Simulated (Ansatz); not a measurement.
Li on the Al site (Li_Al) in corundum: one set of geometries, relaxed with PBE, evaluated in Ansatz (PAW, plane waves to 420 eV, 500 eV under r2SCAN) with PBE, r2SCAN.

Set-up: 120-site cell; 2×2×2 Γ-centred k-points; start: the Al site; energies good to tenths of an eV; flagged in the runs: a host whose relaxation on this sampling wasn't shown to rest.

| quantity | PBE | r2SCAN |
|---|---|---|
| host gap (eV) | 5.85 | ? |
| neutral formation energy against fcc Al, bcc Li (eV) | 6.88 | ? |
| largest moment on one atom at charge 0 (μB) | 0.16 | ? |

Given the lower rungs, what does r2SCAN give?


- host gap (eV), r2SCAN: 6.73
- neutral formation energy against fcc Al, bcc Li (eV), r2SCAN: 7.73
- largest moment on one atom at charge 0 (μB), r2SCAN: 0.19

Ansatz is a program for electronic structure.
